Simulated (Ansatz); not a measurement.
We consider LuSi (Cmcm, No. 63; cell taken from a computed entry), described by LDA in Ansatz (plane waves, PAW).

Settings: plane-wave cutoff 520 eV, 14×14×14 k mesh, Fermi–Dirac smearing 0.05 eV, scalar-relativistic PAW data made under PBE.

Cell (relaxed at this level):

LuSi has the orthorhombic space group Cmcm (No. 63), Pearson symbol oS8. Cell: a = 4.054 Å, b = 10.057 Å, c = 3.688 Å, α = 90.00°, β = 90.00°, γ = 90.00°. Lu on 4c is surrounded by 5 Si at 2.808–2.817 Å and 2 Si at 3.000 Å. Si on 4c is coordinated by 2 Si at 2.440 Å and 5 Lu at 2.808–2.817 Å and 2 Lu at 3.000 Å. (Neighbours: up to the widest gap in distance over summed covalent radii, below 1.35, at either atom; cation-cation and far metal-metal contacts left out.)
(The calculation used a cell of 4 atoms; values per cell refer to that cell.)

Problem. Give the computed bulk modulus B0.

Solution. 
bulk modulus B0: 110 GPa

The run finds no gap.

Note: the bulk modulus is −V dP/dV from two relaxed cells at ±2 % in volume; the relaxation could not lower the start's symmetry, so the cell can be a saddle point above a distorted one.

Spin–orbit coupling is not included; it can open a gap where bands touch, and shift volumes and moduli.

Computed values are for the static lattice.

Ansatz is a quantum-chemistry and plane-wave program.
